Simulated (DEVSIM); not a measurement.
Device: abrupt GaP p-n junction, at 300 K.

Layer 1 from the left is GaP, thickness (μm) 25.0, Na (cm⁻³) 1.8e16, τn (s) 2e-6, τp (s) 2e-6. Layer 2 from the left is GaP, thickness (μm) 0.530, Nd (cm⁻³) 9.8e16, τn (s) 2e-6, τp (s) 2e-6.

Left contact: ohmic. Right contact: ohmic. Voltage is applied to the left contact. Recombination: SRH at mid-gap, Auger. Mobility is μmin + (μ − μmin)/(1 + (N/Nref)^α).

The device is made up for the run: typed textbook-type constants, with dimensions and the other settings drawn at random. Values at 300 K.

GaP: gap (eV) 2.26, affinity (eV) 3.8, permittivity 11.1, Nc (cm⁻³) 1.8e19, Nv (cm⁻³) 1.9e19, μn (cm²/Vs) 250, μp (cm²/Vs) 150, μn,min 10, μp,min 10, Nref,n 4.4e18, Nref,p 1e18, αn 0.8, αp 0.85, Cn (cm⁶/s) 1e-30, Cp (cm⁶/s) 1e-30.

Simulated with DEVSIM: 1D drift-diffusion, Boltzmann statistics, complete ionisation; no tunnelling, impact ionisation, image-force lowering or self-heating.

Dark forward current:

| |V| (V) | |J| (A/cm²) |
|---|---|
| 0.75 | 2.200e-13 |
| 0.80 | 5.924e-13 |
| 0.85 | 1.597e-12 |
| 0.90 | 4.311e-12 |
| 0.95 | 1.166e-11 |
| 1.00 | 3.158e-11 |
| 1.05 | 8.580e-11 |
| 1.10 | 2.341e-10 |
| 1.15 | 6.445e-10 |
| 1.20 | 1.806e-9 |
| 1.25 | 5.261e-9 |
| 1.30 | 1.662e-8 |
| 1.35 | 6.069e-8 |
| 1.40 | 2.701e-7 |
| 1.45 | 1.452e-6 |
| 1.50 | 8.874e-6 |
| 1.55 | 5.800e-5 |
| 1.60 | 0.0003908 |
| 1.65 | 0.002667 |
| 1.70 | 0.01825 |
| 1.75 | 0.1232 |
| 1.80 | 0.7582 |
| 1.85 | 3.402 |
| 1.90 | 9.832 |
| 1.95 | 20.96 |
| 2.00 | 37.37 |

Q: Work out the local ideality factor n = ΔV / (kT/q · ln(J2/J1)) between the rows 0.75 and 0.80 V, 1.65 and 1.70 V, 1.95 and 2.00 V.

A: kT/q = 25.85 mV. From 0.75 to 0.80 V: ln(5.924e-13/2.200e-13) = 0.991, n = 1.95, near the 2 of recombination in the depletion region. From 1.65 to 1.70 V: ln(0.01825/0.002667) = 1.923, n = 1.01, near the 1 of diffusion or emission over a barrier. From 1.95 to 2.00 V: ln(37.37/20.96) = 0.578, n = 3.34.

Q: Estimate the current at 1.60 V from the Shockley equation with J0 = Σ q ni² D/(N L) coth(W/L), τ joining the SRH, radiative and Auger lifetimes that are on, and W taken as the whole layer.

A: ni² = 3.67 cm⁻⁶; electrons in the p layer: μ = 247 cm²/Vs, D = 6.39 cm²/s, τ = 2.00e-6 s, L = 35.7 μm, W/L = 0.70, term 9.67e-32 A/cm²; holes in the n layer: μ = 133 cm²/Vs, D = 3.44 cm²/s, τ = 1.96e-6 s, L = 26.0 μm, W/L = 0.020, term 3.89e-31 A/cm². J0 = 4.86e-31 A/cm², and J = J0 exp(qV/kT) = 0.000369 A/cm². The simulation gives 0.000391 A/cm²; the estimate lies 5.5 % below. The estimate leaves out recombination in the depletion region and that region's share of W.
